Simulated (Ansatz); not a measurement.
**Cu, response to strain**

The parent structure is Cu in the fcc (Cu type) structure (space group Fm-3m, No. 225; a = 3.564 Å; relaxed with 0.1 eV smearing). Axes: x, y, z lie along the cube axes.

Strains are applied to the cell and any free atomic positions relax; under biaxial strain the out-of-plane vector relaxes too.

The values are results of PBEsol (Ansatz, a program for electronic structure, PAW, no spin-orbit coupling), not measurements.

Notes on the quantities. energy relative to the base: free energy F; pressure: mean of the normal stresses, compression positive.

```tsv
variant	ratio −ε⊥/ε∥	energy relative to the base	pressure
base	–	0 meV/atom	0.0 GPa
biaxial strain −3.00 %, plane normal [001], relaxed out of plane	1.34	+12 meV/atom	4.0 GPa
biaxial strain −2.50 %, plane normal [001], relaxed out of plane	1.35	+8.0 meV/atom	3.2 GPa
biaxial strain −2.00 %, plane normal [001], relaxed out of plane	1.36	+4.9 meV/atom	2.5 GPa
biaxial strain −1.50 %, plane normal [001], relaxed out of plane	1.36	+2.7 meV/atom	1.8 GPa
biaxial strain −1.00 %, plane normal [001], relaxed out of plane	…	…	…
biaxial strain +0.50 %, plane normal [001], relaxed out of plane	–	+0.3 meV/atom	-0.5 GPa
biaxial strain +1.00 %, plane normal [001], relaxed out of plane	1.43	+1.0 meV/atom	-0.9 GPa
biaxial strain +1.50 %, plane normal [001], relaxed out of plane	1.44	+2.1 meV/atom	-1.3 GPa
biaxial strain +2.50 %, plane normal [001], relaxed out of plane	1.47	+5.4 meV/atom	-1.8 GPa
```

Fill in the withheld entries from the trend.


- biaxial strain −1.00 %, plane normal [001], relaxed out of plane, ratio −ε⊥/ε∥: 1.37
- biaxial strain −1.00 %, plane normal [001], relaxed out of plane, energy relative to the base: +1.1 meV/atom
- biaxial strain −1.00 %, plane normal [001], relaxed out of plane, pressure: 1.1 GPa

Whether these cells are dynamically stable was not tested. The final runs are not spin-polarised.
